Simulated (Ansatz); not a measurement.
Base system: WS$_{2}$ (space group P6_3/mmc, No. 194; a = 3.1147 Å, c = 11.7724 Å; layered, stacked along the Cartesian z axis).

Computed with plane-wave PAW DFT at the PBEsol-D3(BJ) level (Ansatz, a first-principles code, 420 eV), spin-orbit coupling left out.

Base values:

```
Item         Value
--------  --------
Pressure  0.00 GPa
```

Now apply this change: the cell is scaled by 1.0300 in all directions, atoms relaxed at fixed cell.

### Question
Predict the new energy relative to the base.

### Answer
The energy goes up by 35 meV/atom.

### Question
Estimate the effect on the pressure.

### Answer
The pressure (mean of the normal stresses, compression positive) goes from zero to -6.72 GPa.

### Question
Estimate the effect on the largest internal atomic displacement.

### Answer
The largest internal atomic displacement is 0.075 Å.

The cells carry an imposed strain or load. No phonon test of stability was made.
